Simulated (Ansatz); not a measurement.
An Ansatz (a quantum-chemistry and plane-wave program) input (Kohn–Sham DFT with the PBE functional, run in Ansatz with PAW and 420 eV plane waves, scalar-relativistic without spin-orbit coupling, earlier PAW set):

Ansatz 0.2 input:
```yaml
crystal:
  lattice:
    - [0, 1.9870414478, 1.9870414478]
    - [1.9870414478, 0, 1.9870414478]
    - [1.9870414478, 1.9870414478, 0]
  atoms:
    - { symbol: Al, position: [0, 0, 0] }
basis: { ecutwfc: 420, ecutrho_ratio: 4, xc_grid: 2, fft_grid_basis: typed }
kpoints: { mp_grid: { grid: [28, 28, 28] } }
hamiltonian:
  xc: pbe
  dispersion: none
  pseudopotentials: { azcp: { folder: ./paw }, kind: paw }
scf: { occupations: { method: fermi_dirac, width: 0.1 }, convergence: { dr2_threshold: 0.0000000001 } }
relax: { f_tol: 0.005, max_steps: 50 }
output: { forces: true, stress: true }
checkpoint: { write: state.ck, write_every: 1000 }
```

Problem. Which symmetry and how many k-points will the program report, and about how many plane waves at Γ?

Solution. Space group Fm-3m (ITA 225) with 48 operations, k-points 624 of 21952, and 331 plane waves at Γ.

Problem. And the final pressure?

Solution. 4.34 GPa (compression positive).

The cells carry an imposed strain or load. No phonon test of stability was made. The cell was made from Al in the fcc (Cu type) structure (space group Fm-3m, No. 225) by this change: isotropic strain −1.65 %.
